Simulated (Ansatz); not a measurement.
An Ansatz (a program for electronic structure) run: Cu with a change (tensor shear ε_xy = −0.58 %); plane-wave PAW DFT at the r2SCAN level (Ansatz, 500 eV), scalar-relativistic without spin-orbit coupling.

Input:

Ansatz 0.2 input:
```yaml
crystal:
  lattice:
    - [-0.0103725882, 1.7883772714, 1.7883772714]
    - [1.7883772714, -0.0103725882, 1.7883772714]
    - [1.7780046832, 1.7780046832, 0]
  atoms:
    - { symbol: Cu, position: [0, 0, 0] }
basis: { ecutwfc: 500, ecutrho_ratio: 4, xc_grid: 4, fft_grid_basis: typed }
kpoints: { mp_grid: { grid: [32, 32, 32] } }
hamiltonian:
  xc: r2scan
  dispersion: none
  pseudopotentials: { kind: paw }
scf: { occupations: { method: fermi_dirac, width: 0.1 }, convergence: { dr2_threshold: 0.0000000001 } }
relax: { f_tol: 0.005, max_steps: 50 }
output: { forces: true, stress: true }
checkpoint: { write: state.ck, write_every: 1000 }
```

Output (explanatory and most iteration lines left out):

```
Relaxation: its limit of steps is 50 (relax.max_steps)
Pseudopotential: Cu, paw, valence charge 19
Crystal: 1 atoms, lattice volume = 11.439 Å³
Basis set: ecut = 500 eV, 283 PW (Γ), exchange–correlation on 80×80×80 points (64 copies of the dense FFT grid, shifted against one another)
Bands: 14, of which v1, the nominal top of the filled ones, is band 10 counted from 1 (9 counted from 0)
Symmetry: 8 space group operations
Space group: Immm (ITA 71), of the structure as read, at distance tolerance 2.3e-5 Å
k-points: 4505 of 32768
Functional: x = r2scan, c = r2scan; τ floored in thin density (d = 2e-4 eV/Å³)
SCF iter   1: F=—  HF=-6631.260279 eV  |F-HF|=—  |Δ(HF+E_count)|=         —  Δρ=4.01e-2  dr2=1.00e-1  dr2_τ=7.53e-4  ethr=1.77e-3  ⟨swp⟩=5.1  Hψ=315142  notcnv=0
SCF iter   2: F=—  HF=-6631.271282 eV  |F-HF|=—  |Δ(HF+E_count)|=   1.10e-2  Δρ=3.88e-2  dr2=9.23e-2  dr2_τ=1.08e-3  ethr=5.28e-4  ⟨swp⟩=2.7  Hψ=147904  notcnv=0  defer=722
SCF 1 converged in 7 iterations: F = -6631.242159 eV  dr2 = 6.20e-11
relax step   1: F+E_penalty+E_count = -6631.24215895 eV  Δ(F+E_penalty+E_count) = +0.000e0 eV  max|allowed force component| = 0.000e0 eV/Å  Δτ_max = 0.0000 Å  (7 SCF iters, accepted)
Crystal: 1 atoms, lattice volume = 11.439 Å³
SCF iter   1: F=—  HF=-6631.242159 eV  |F-HF|=—  |Δ(HF+E_count)|=         —  Δρ=1.32e-6  dr2=6.20e-11  dr2_τ=5.65e-12  ethr=1.00e-12  ⟨swp⟩=1.5  Hψ=352205  notcnv=0  defer=624
SCF iter   2: F=-6631.242159 eV  HF=-6631.242159 eV  |F-HF|=1.09e-11  |Δ(HF+E_count)|=  7.37e-11  Δρ=4.80e-7  dr2=1.14e-11  dr2_τ=5.55e-13  ethr=1.00e-12  ⟨swp⟩=4.0  Hψ=195348  notcnv=0
SCF 2 converged in 2 iterations: F = -6631.242159 eV  dr2 = 1.14e-11
SCF converged after 2 iterations
Free energy (F): -6631.242159 eV
Internal energy: -6631.232969 eV  (E = F + TS)
E sigma→0 (E₀):  -6631.237564 eV
Entropy (-TS):   -0.009190 eV (-9.190 meV/atom)
Fermi energy:    17.280656 eV
--- Forces (eV/Å), atoms counted from 1 ---
  atom   1  Cu     0.00000000     0.00000000     0.00000000
--- Stress (GPa, compression-positive) ---
        0.033876       1.075017       0.000000
        1.075017       0.033876       0.000000
        0.000000       0.000000      -0.012765
  P = ⅓ Tr σ = 0.0183 GPa (0.183 kbar)
--- Relaxed structure (1 steps of the walk, 1 accepted, 0 SCFs on fresh bases) ---
  atoms:
    - { symbol: Cu, position: [0.0, 0.0, 0.0] }
```

The cells carry an imposed strain or load. Whether these cells are dynamically stable was not tested. All final runs are without spin polarisation. The cell was made from Cu in the fcc (Cu type) structure (space group Fm-3m, No. 225) by this change: tensor shear ε_xy = −0.58 %.
